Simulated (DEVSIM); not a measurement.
Structure: Pt/SiO2/p-GaAs capacitor, at 300 K.

| layer (left to right) | material | thickness (nm) | Na (cm⁻³) |
|---|---|---|---|
| 1 | SiO2 | 9.40 | - |
| 2 | GaAs | 14000 | 2.2e15 |

Metal gate on the left, work function 5.6 eV. Fixed charge at the semiconductor interface 0 cm⁻² (in units of +e); no interface traps.

This is a model device: material constants are rounded textbook-type values typed into the input, and sizes, dopings and lifetimes were drawn at random. Values at 300 K; Nc and Nv go as T^1.5, mobilities as T to minus their exponent, the gap by Varshni's rule with the affinity fixed.

| parameter | SiO2 | GaAs |
|---|---|---|
| gap (eV) | 9 | 1.424 |
| affinity (eV) | 0.9 | 4.07 |
| permittivity | 3.9 | 12.9 |
| Nc (cm⁻³) | - | 4.7e17 |
| Nv (cm⁻³) | - | 9e18 |
| Varshni α (eV/K) | - | 0.000541 |
| Varshni β (K) | - | 204 |

DEVSIM, 1D Poisson equation in equilibrium, Boltzmann statistics, complete ionisation; no quantum confinement or tunnelling. Metal contacts follow the ideal Schottky-Mott rule: no Fermi-level pinning, no interface dipoles.

The temperature was swept, all else fixed.

```tsv
temperature (K)	threshold voltage (band bending 2φF) (V)	minimum of the low-frequency capacitance (μF/cm²)	flat-band voltage (V)
250	1.50	0.0135	0.26
300	1.47	0.0145	0.32
350	1.44	0.0153	0.39
400	1.40	0.0166	0.45
450	1.37	0.0180	0.52
500	1.33	0.0199	0.59
```

From the first row to the last the threshold voltage (band bending 2φF) goes from 1.50 to 1.33. From the first row to the last the minimum of the low-frequency capacitance goes from 0.0135 to 0.0199.
